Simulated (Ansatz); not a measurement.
# Fermi-surface data of MoSi$_{2}$ under load (space group I4/mmm)

Given:

```
CELL_PARAMETERS angstrom
     -1.58270     1.58270     3.88624
      1.58270    -1.58270     3.88624
      1.58270     1.58270    -3.88624
ATOMIC_POSITIONS crystal
  Si 0.66527 0.66527 0.00000
  Si 0.33473 0.33473 0.00000
  Mo 0.00000 0.00000 0.00000
```

Calculation: PBEsol with spin-orbit coupling, rigid bands (plane waves, PAW; Ansatz, a program for electronic structure). Condition of this run: hydrostatic pressure 5 GPa with spin-orbit coupling (the target of the relaxation). How the cell was made: cell and atoms relaxed with PBEsol, then loaded as said.

```yaml
density of states at the Fermi level: 0.245 states/(eV·cell), both spins
bare Sommerfeld coefficient: 0.193 mJ/(mol of atoms·K²)
drude_plasma_energy: 2.3 (x), 2.3 (y), 2.9 (z) eV
root-mean-square Fermi velocity: 6.1e5 m/s
resistivity times τ: 94 (x), 94 (y), 60 (z) ×10⁻²² Ω·m·s
```

A metal at this level (no band gap); rigid bands, thermally averaged at 300 K, both spins. τ is one relaxation time for all states.
